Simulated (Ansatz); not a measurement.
**Pressure series in InAs**

Consider InAs in the zinc blende structure (space group F-43m, No. 216).

```
CELL_PARAMETERS angstrom
      0.00000     3.09316     3.09316
      3.09316     0.00000     3.09316
      3.09316     3.09316     0.00000
ATOMIC_POSITIONS crystal
  As 0.75000 0.75000 0.75000
  In 0.00000 0.00000 0.00000
```

Cell and atoms are relaxed at each pressure.

Method: plane-wave PAW DFT at the PBE level (Ansatz, a program for electronic structure, 420 eV), spin-orbit coupling left out.

Notes on the quantities. enthalpy: H = E + PV relative to the base's energy.

```tsv
change	lattice parameter a	enthalpy
base	11.690 bohr	–
pressure −2 GPa	11.873 bohr	-0.38 eV/atom
pressure −1 GPa	…	-0.19 eV/atom
pressure 1.8 GPa	…	+0.33 eV/atom
pressure 4.2 GPa	11.411 bohr	+0.75 eV/atom
pressure 9 GPa	11.177 bohr	+1.55 eV/atom
pressure 18 GPa	10.862 bohr	+2.93 eV/atom
pressure 30 GPa	…	+4.64 eV/atom
pressure 45 GPa	…	+6.60 eV/atom
pressure 60 GPa	10.091 bohr	+8.44 eV/atom
```

### Question
What belongs in the blanks?

### Answer

- pressure −1 GPa, lattice parameter a: 11.777 bohr
- pressure 1.8 GPa, lattice parameter a: 11.559 bohr
- pressure 30 GPa, lattice parameter a: 10.567 bohr
- pressure 45 GPa, lattice parameter a: 10.298 bohr

A case with no gap was solved on a k-mesh chosen for an insulator, which is coarse for it. Load acts through the strain it causes; cell and atoms are relaxed under it. Stability against distortions was not tested. All final runs are without spin polarisation. Measured, InAs leaves this structure (for rock salt) near 7 GPa (temperature not stated; as listed in Datta, Sujoy, Jana, Debnarayan, arXiv (2020)).
